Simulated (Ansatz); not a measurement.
System: TiC (model structure, P6₃/mmc, No. 194, 4 atoms in the cell). Method: LDA (Ansatz, a first-principles code, PAW).

Run with plane-wave cutoff 520 eV, 18×18×10 k mesh (along the axes of the cell as run), Fermi–Dirac smearing 0.05 eV, no spin polarisation, scalar-relativistic PAW data made under PBE.

Cell (relaxed at this level):

```
TiC
1.0
    3.55332     0.00000     0.00000
   -1.77666     3.07726     0.00000
    0.00000     0.00000     4.22024
Ti C
2 2
Direct
  0.33333   0.66667   0.25000
  0.66667   0.33333   0.75000
  0.33333   0.66667   0.75000
  0.66667   0.33333   0.25000
```

Problem. Estimate the bulk modulus B0 that the calculation returns.

Solution. 
- bulk modulus B0 = 216 GPa

Note: the bulk modulus is −V dP/dV from two relaxed cells at ±2 % in volume; the relaxation could raise the start's symmetry but not lower it, so the cell can be a saddle point.

A model structure was made by putting elements into a prototype or built by hand; it is no filed structure, need not be a known phase, and can be a saddle point held by its symmetry.
